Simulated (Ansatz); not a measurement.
Re under load (space group P6_3/mmc), PBEsol, DFPT electron-phonon coupling, linearised Boltzmann equation run with Ansatz (an electronic-structure program). Condition of this run: hydrostatic pressure -4 GPa (the target of the relaxation). Phonon-limited resistivity 15.0 μΩ·cm at 300 K along y (a = (2.76, 0.00, 0.00) Å; b = (-1.38, 2.39, 0.00) Å; c = (0.00, 0.00, 4.46) Å), 20.4 μΩ·cm at 400 K, current-weighted mean free path 5.3 nm, Drude plasma energy 7.05 eV.

Question: What Drude relaxation time do resistivity and plasma energy imply?

Answer: ω_p = 1.07e16 s⁻¹, so τ = 1/(ε₀ ω_p² ρ) = 6.56 fs, a damping ħ/τ of 100 meV.

Question: What is the classical skin depth at 10 GHz (nonmagnetic, μ₀ = 1.257×10⁻⁶ H/m)?

Answer: δ = √(ρ/(π f μ₀)) = 1950 nm.

Question: What temperature coefficient of resistance follows, and how does it compare with 1/T?

Answer: (ρ₄₀₀ − ρ₃₀₀)/(100 K × ρ₃₀₀) = 3.60×10⁻³ K⁻¹, against 1/T = 3.33×10⁻³ K⁻¹ for a resistivity proportional to T. It lies higher because phonons are still being populated at 300 K; impurities would add a constant and lower it.

A metal at this level (no band gap). Only scattering by harmonic phonons is included (no impurities, grain boundaries, electron-electron scattering or thermal expansion). Spin-orbit coupling is left out, which matters with elements this heavy. Halving the electron mesh (36x36x20) moves the resistivity by up to 4 % at 300 K, the mean free path by up to 5 %. Smearing 0.20 eV; phonons on a 6x6x3 q mesh, which this run doesn't test.
